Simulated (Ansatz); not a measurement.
The reference is EuO in the rock salt structure (space group Fm-3m, No. 225; a = 4.9652 Å; ferromagnetic; relaxed with 0.1 eV smearing). Axes: x, y, z lie along the cube axes.

Calculations: PBEsol (Ansatz, a program for electronic structure), spin-orbit coupling left out.

Before the change:

| Item | Value |
|---|---|
| Shortest interatomic distance | 2.483 Å |
| Magnetic state | ferromagnetic |

Now apply this change: tensile biaxial strain of 0.83 % in the plane normal to [001], as in epitaxy on a mismatched substrate; the out-of-plane cell vector and the atoms relax.

Predict the new shortest interatomic distance, magnetic state, energy relative to the base and ratio −ε⊥/ε∥.

The shortest interatomic distance decreases by 0.008 Å (2.483 Å → 2.475 Å); the magnetic state stays ferromagnetic; the energy grows by 1.7 meV/atom; the ratio −ε⊥/ε∥ amounts to 0.39.

The magnetic state is the one reached from the starting moments; the real material's order can differ, and small cells can't hold many antiferromagnetic ones. The state of the 4f shell was not checked for lower solutions. Stability against distortions was not tested. No Hubbard U is applied, and correlation can decide whether such a compound is a metal.
